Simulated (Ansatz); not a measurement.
A self-consistent single point of SrSi (Cm, 4 atoms in the cell) with Ansatz (a program for electronic structure).

Level of theory: PBEsol, harder PAW files (source: ansatz) made with PBE (plane waves; Ansatz).

```yaml
crystal:
  lattice:
    - [2.42164, -5.67650, 0.00000]
    - [2.42164, 5.67650, 0.00000]
    - [0.00000, 0.00000, 4.06799]
  atoms:
    - { symbol: Sr, position: [0.36129, 0.63871, 0.26229] }
    - { symbol: Sr, position: [0.63871, 0.36129, 0.75000] }
    - { symbol: Si, position: [0.06371, 0.93629, 0.25000] }
    - { symbol: Si, position: [0.93629, 0.06371, 0.75000] }
```

Reference input (self-consistent single point, DFT, PBEsol, plane waves, default PAW files made with PBE): basis.ecutwfc = 30.9 Ry; kpoints.mp_grid.grid = 5 5 5; hamiltonian.xc = pbesol; hamiltonian.pseudopotentials = {kind: paw} (the program's default PAW files); scf.occupations.method = fermi_dirac; scf.occupations.width = 0.0073 Ry. This run's input differs from it in these lines:

Ansatz 0.2 input:
```diff
@@ -12,3 +12,3 @@
 basis:
-  ecutwfc: 30.9 Ry
+  ecutwfc: 40.4 Ry
 kpoints:
@@ -20,2 +20,3 @@
     kind: paw
+    source: ansatz
 scf:
```

The program printed (abridged):

```
SCF iter   1: F=—  HF=-8230.519728 eV  |F-HF|=—  |Δ(HF+E_count)|=         —  Δρ=1.96e-2  dr2=5.70e-1  ethr=3.10e-3  ⟨swp⟩=7.7  Hψ=4351  notcnv=0
all-band conjugate gradients solve this SCF's bands
preconditioner: auto → Kerker (q_TF=auto, 2.166 Å⁻¹)
SCF iter   2: F=—  HF=-8230.446255 eV  |F-HF|=—  |Δ(HF+E_count)|=   7.35e-2  Δρ=1.26e-2  dr2=2.75e-1  ethr=2.04e-3  ⟨swp⟩=1.0  Hψ=1014  notcnv=0
   [... lines left out ...]
SCF iter   5: F=—  HF=-8230.386289 eV  |F-HF|=—  |Δ(HF+E_count)|=   7.02e-6  Δρ=1.27e-4  dr2=3.78e-5  ethr=1.78e-6  ⟨swp⟩=2.7  Hψ=1220  notcnv=0
SCF iter   6: F=—  HF=-8230.386352 eV  |F-HF|=—  |Δ(HF+E_count)|=   6.27e-5  Δρ=3.07e-5  dr2=2.63e-6  ethr=1.35e-7  ⟨swp⟩=2.7  Hψ=1109  notcnv=0
SCF iter   7: F=—  HF=-8230.386352 eV  |F-HF|=—  |Δ(HF+E_count)|=   2.14e-7  Δρ=7.36e-6  dr2=1.11e-7  ethr=9.38e-9  ⟨swp⟩=2.4  Hψ=1061  notcnv=0
SCF iter   8: F=-8230.386352 eV  HF=-8230.386352 eV  |F-HF|=5.57e-10  |Δ(HF+E_count)|=  6.28e-10  Δρ=1.51e-6  dr2=3.68e-9  ethr=3.57e-10  ⟨swp⟩=6.9  Hψ=3395  notcnv=0
SCF 1 converged in 8 iterations: F = -8230.386352 eV  dr2 = 3.68e-9
Free energy (F): -8230.386352 eV
Internal energy: -8230.339032 eV  (E = F + TS)
E sigma→0 (E₀):  -8230.362692 eV
Entropy (-TS):   -0.047319 eV (-11.830 meV/atom)
Fermi energy:    7.601343 eV
--- Forces (eV/Å), atoms counted from 1 ---
  atom   1  Sr     0.00000000     0.00625874    -0.14953321
  atom   2  Sr     0.00000000    -0.00360077     0.04240634
  atom   3  Si     0.00000000     0.06292138     0.01539434
  atom   4  Si     0.00000000    -0.06557924     0.09173267
--- Stress (GPa, compression-positive) ---
       -2.566676       0.000000       0.000000
        0.000000      -1.362603      -0.144118
        0.000000      -0.144118      -1.886195
  P = ⅓ Tr σ = -1.9385 GPa (-19.385 kbar)
  The stress holds the Pulay correction. Without it, at fixed plane waves, as pw.x and ABINIT print it: P = -1.9419 GPa
```

The run converged in 8 iterations. Against the reference run the pressure moves little (-1.93 to -1.94 GPa) and the largest force stays at 0.150 eV/Å.

The starting cell comes from a database of computed structures (which also holds hypothetical and non-ambient phases and stackings), without a prior relaxation at this level. Its lattice was rescaled by up to half a per cent. One atom was moved a little off its site on purpose. Ansatz's pressure includes its estimate of the finite-basis (Pulay) stress.
